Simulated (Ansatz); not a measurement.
# Ir2P (space group Fm-3m, No. 225)

Space group Fm-3m (No. 225); a = 5.5330 Å, b = 5.5330 Å, c = 5.5330 Å, α = 90.00°, β = 90.00°, γ = 90.00°

```json
[
 {"atom": "P", "site": "4a", "symmetry": "m-3m", "x": "0.0000", "y": "0.0000", "z": "0.0000"},
 {"atom": "Ir", "site": "8c", "symmetry": "-43m", "x": "0.2500", "y": "0.2500", "z": "0.2500"}
]
```
(The calculation used a cell of 3 atoms; values per cell refer to that cell.)

Computed with Ansatz (an electronic-structure program), PBEsol, PAW, cutoff 420 eV, no spin-orbit coupling. Γ-centred 15×15×15 mesh, Fermi–Dirac width 0.05 eV.

Volume per atom: 14.12 Å³
Density: 16.29 g/cm³
Band gap: zero
Total energy: -8113.141 eV/atom (σ→0; compares only within this code and set-up)

Whether these cells are dynamically stable was not tested. The final runs are not spin-polarised. An odd electron count without spin: Ir2P.
